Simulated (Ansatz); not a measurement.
Base system: HfO2 in the fluorite structure (space group Fm-3m, No. 225; a = 5.044 Å).

The values are results of plane-wave PAW DFT at the PBEsol level (Ansatz, a quantum-chemistry and plane-wave program, 420 eV), no SOC, not measurements.

Strains are applied to the cell and any free atomic positions relax.

One change was made to it. Results:

The pressure goes from zero to 4.11 GPa; the width of the top valence band stays essentially unchanged (1.88 eV against 1.90 eV); the band gap grows by 0.03 eV, from 3.69 eV to 3.72 eV; the energy increases by 2.1 meV/atom.

Q: Name the change that was made.
A) isotropic strain −0.50 %
B) isotropic strain +3.00 %
C) isotropic strain −2.00 %

A: A, isotropic strain −0.50 %. For comparison, the band gap in the other runs: isotropic strain +3.00 % gives 3.48 eV; isotropic strain −2.00 % gives 3.82 eV.

Spin-orbit coupling, missing from the scalar runs, can matter with Hf. Stability against distortions was not tested. This is not the structure that HfO2 has at room temperature and ambient pressure.
